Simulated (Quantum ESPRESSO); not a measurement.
# Short convergence ladders for KHgF3 (Cmm2, 5 atoms in the cell)

```
KHgF3
1.0
    3.19236    -3.19847     0.00000
    3.19236     3.19847     0.00000
    0.00000     0.00000     4.51082
K Hg F
1 1 3
Direct
  0.00000   0.00000   0.51108
  0.50000   0.50000   0.00000
  0.00000   0.50000   0.00000
  0.50000   0.00000   0.00000
  0.50000   0.50000   0.50000
```

Base method: LDA (PZ), GBRV 1.5 ultrasoft (LDA) pseudopotentials (plane waves; Quantum ESPRESSO 7.5).

Base settings: ecutwfc = 40 Ry; ecutrho = 200 Ry; occupations = fixed; potentials = {K: k_lda_v1.4.uspp.F.UPF, Hg: hg_lda_v1.uspp.F.UPF, F: f_lda_v1.4.uspp.F.UPF}; K_POINTS = automatic 2 2 2 0 0 0; nbnd = 25; conv_thr = 1e-10 Ry; mixing_beta = 0.4.

The count of work is k-points × plane waves × bands × iterations; it is no time. Core times come from one kind of shared machine, to one figure; runs under 30 s give none.

**The cutoff for other potential files**

Level: DFT, LDA (PW92), plane waves, PseudoDojo standard norm-conserving (LDA) pseudopotentials.

In this ladder: ecutrho = default; nbnd = 29; pseudopotentials = {K: K.upf, Hg: Hg.upf, F: F.upf}.

The second cell is the first with its lattice scaled by 0.98.

The mesh stays at the base's, so the ladder's end is converged at best in this setting alone.

Only quantities that move along the ladder and can be compared are tabulated; the gap is left out on so coarse a mesh.

```csv
ecutwfc,free energy less the last step's (meV/atom),energy of the compressed cell less the first (meV/atom),pressure (GPa),largest difference of a force vector from the last step's (eV/Å),count of work / last,core time / last (rough)
38 Ry,4138.19,-97.72,-120.63,0.010,0.099,–
47 Ry,1151.95,-0.04,-51.09,0.011,0.15,–
59 Ry,148.79,-11.27,-13.55,0.000,0.21,–
72 Ry,7.34,-12.61,-4.41,0.000,0.25,–
85 Ry,0.69,-12.49,-3.59,0.000,0.32,–
102 Ry,0.46,-12.49,-3.59,0.000,0.46,0.3
128 Ry,0.27,-12.49,-3.59,0.000,0.60,0.4
170 Ry,0.00,-12.49,-3.59,0.000,1.0,1
```

Coarsest ecutwfc that holds the forces within 0.005 eV/Å of the last step, with all finer ones: 59 Ry, at 0.21 of the last step's count of work; the step before is off by 0.011 eV/Å.

Coarsest ecutwfc that holds the energy of the compressed cell less the first within 1 meV/atom of the last step, with all finer ones: 72 Ry, at 0.25 of the last step's count of work; the step before is off by 1.2 meV/atom.

Coarsest ecutwfc that holds the pressure within 1 GPa of the last step, with all finer ones: 72 Ry, at 0.25 of the last step's count of work; the step before is off by 10.0 GPa.

The energy difference between the two cells stays within 1 meV/atom of the last step's from 72 Ry on, the total only from 85 Ry on: much of the error is common to both cells and cancels.

At the lowest cutoff the pressure lies 117 GPa under the last step's, the usual sign of Pulay stress in an incomplete plane-wave basis.

**The density cutoff**

The second cell is the first with its lattice scaled by 0.98.

The mesh stays at the base's, so the ladder's end is converged at best in this setting alone.

Only quantities that move along the ladder and can be compared are tabulated; the gap is left out on so coarse a mesh.

```csv
ecutrho,free energy less the last step's (meV/atom),energy of the compressed cell less the first (meV/atom),pressure (GPa),core time / last (rough)
80 Ry,-10.16,-8.07,-3.33,–
120 Ry,0.42,-8.52,-3.80,–
160 Ry,-0.02,-8.56,-3.79,–
200 Ry,0.04,-8.60,-3.80,–
240 Ry,0.03,-8.59,-3.79,–
320 Ry,-0.02,-8.57,-3.79,0.6
400 Ry,0.01,-8.60,-3.79,0.6
480 Ry,0.00,-8.58,-3.79,0.9
640 Ry,0.00,-8.59,-3.79,1
```

Coarsest ecutrho that holds the free energy within 1 meV/atom of the last step, with all finer ones: 120 Ry; the step before is off by 10 meV/atom.

Coarsest ecutrho that holds the energy of the compressed cell less the first within 0.2 meV/atom of the last step, with all finer ones: 120 Ry; the step before is off by 0.52 meV/atom.

Coarsest ecutrho that holds the pressure within 0.1 GPa of the last step, with all finer ones: 120 Ry; the step before is off by 0.47 GPa.

The energy difference between the two cells stays within 1 meV/atom of the last step's from 80 Ry on, the total only from 120 Ry on: much of the error is common to both cells and cancels.

**The relaxed cell against the cutoff**

On KHgF₃ (Cmmm, 5 atoms in the cell): atoms on their sites.

In this ladder: calculation = vc-relax; tprnfor = default; tstress = default. Moved along: ecutrho.

The mesh stays at the base's, so the ladder's end is converged at best in this setting alone.

Only quantities that move along the ladder and can be compared are tabulated; the gap is left out on so coarse a mesh.

```csv
ecutwfc,relaxed volume (Å³/atom),relaxation steps,core time / last (rough)
20 Ry,13.226,4,–
24 Ry,14.718,4,0.2
28 Ry,15.927,5,0.3
34 Ry,16.998,4,0.3
40 Ry,17.414,4,0.3
48 Ry,17.518,4,0.4
60 Ry,17.507,4,0.6
80 Ry,17.518,4,1
```

Coarsest ecutwfc that holds the relaxed volume within 0.088 Å³/atom of the last step, with all finer ones: 48 Ry, at about 0.4 of the last step's time; the step before is off by 0.10 Å³/atom.

At the lowest cutoff the cell relaxes to a volume 24 % smaller than at the highest.

On the base run: the starting cell comes from a database of computed structures (which also holds hypothetical and non-ambient phases and stackings), without a prior relaxation at this level. Its lattice was rescaled by up to half a per cent. One atom was moved a little off its site on purpose.
